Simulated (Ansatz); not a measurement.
Levels about the gap of amorphous Hf₁₈O₃₇H₂ (57 atoms in a cell of 739 Å³, 8.55 g/cm³; zone centre alone, so wide bands show as single levels with stretches between that a denser mesh fills), at the geometry that PBE relaxed, where it gives 0.1 GPa on a denser mesh. The participation number counts the atoms over which a state spreads; weights are charges in smoothed Voronoi cells. The levels come from a single point, so bond lengths are those of that geometry. Method of the levels: PBE, scalar-relativistic without spin-orbit coupling (Ansatz, an electronic-structure program). Sampling: the zone centre alone; Fermi-Dirac width 0.02 eV; no spin polarisation. At PBE the levels at the filled edge of the gap are localised (band-tail or defect states), and the nearest spread-out levels lie 4.5 eV apart at the zone centre.

The cell was made by melting and quenching with the CHGNet potential and then relaxed with DFT. O atoms were pushed apart under 1.9 Å during the dynamics, to hinder bonds among them. The hot cell started wider than the set density and was brought back towards it in steps. It is the lowest in DFT energy of 2 quenches. It is a model cell: composition and starting density were chosen by hand, and all elements were melted together. No dispersion term was used. Its density started from a set value of 8.75 and ended at 8.55 g/cm³. Cooling (nominally 760 K/ps over its main leg) ran many orders faster than in experiment, which tends to leave more defects and strain. One small periodic cell is one sample of the glass; other quenches scatter about these values. Volume and shape were free in the relaxation.

```csv
"E - E(highest filled), eV",filling,participation number,largest on,weight O,weight Hf,weight H
-0.37,filled,17.6,"O, 3 neighbours",0.94,0.05,0.01
-0.31,filled,19.0,"O, 2 neighbours",0.94,0.06,0.00
-0.28,filled,11.4,"O, 4 neighbours",0.93,0.06,0.00
-0.28,filled,12.7,"O, 3 neighbours",0.95,0.05,0.00
-0.15,filled,6.9,"O, 3 neighbours",0.94,0.05,0.00
-0.09,filled,9.2,"O, 3 neighbours",0.95,0.05,0.00
0.00,filled,6.8,"O, 3 neighbours",0.94,0.06,0.00
4.26,empty,24.0,"Hf, 6 neighbours",0.40,0.59,0.01
4.37,empty,30.8,"Hf, 6 neighbours",0.40,0.60,0.00
4.39,empty,38.6,"Hf, 7 neighbours",0.50,0.47,0.03
4.50,empty,25.1,"Hf, 6 neighbours",0.39,0.60,0.01
4.61,empty,25.2,"Hf, 6 neighbours",0.41,0.55,0.05
4.65,empty,24.1,"Hf, 7 neighbours",0.38,0.60,0.02
4.72,empty,23.1,"Hf, 7 neighbours",0.36,0.63,0.01
```

Most localised among these is the filled level at +0.00 eV, on a O atom, which has 3 neighbours (Hf 1.96 Å, Hf 2.13 Å, Hf 2.14 Å).
